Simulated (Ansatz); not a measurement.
Functionals compared on F on the 1x1 (10-10) surface of wurtzite ZnO (cut with top plane O + Zn), one in a 2x1 cell, started at the site 'top Zn #2', in Ansatz (plane waves, PAW). The structure was relaxed with PBE; the other rows are single points on it, each with its references at the same level. Cutoff 420 eV (500 eV for r2SCAN). The points keep PBE's geometry, so the relaxation of a polaron and the settling of charge on one site are left out.

Host crystal: wurtzite ZnO, with a band gap (PBE, scalar-relativistic without spin-orbit coupling).

Set-up: 33 atoms, 9.4 Å thick at the start under the adsorbate (thin: gaps and levels are the slab's own); mesh 3x4x1; 0.01 eV smearing; dipole correction on; 16 atoms held, the rest relaxed; symmetry of the start imposed; spin-polarised, ending with about 0.5 μB a cell, a value that depends on the mesh; orders that need a larger cell were not tried, no spin-orbit, no U, no dispersion correction. The slab shows no gap over 0.04 eV on its mesh. It is one chosen start, not shown to be the lowest state of the adsorbate. These notes are the PBE run's. RPBE: The program's check for a lower electronic state was not made. r2SCAN: The program's check for a lower electronic state was not made. Adsorption energies are against ½ F2(g). A negative adsorption energy means that the adsorbate is more stable on the surface than in its reference.

| functional | adsorption energy (eV) |
|---|---|
| PBE | -1.54 |
| RPBE | -1.48 |
| r2SCAN | -1.64 |

Ansatz is an electronic-structure program.
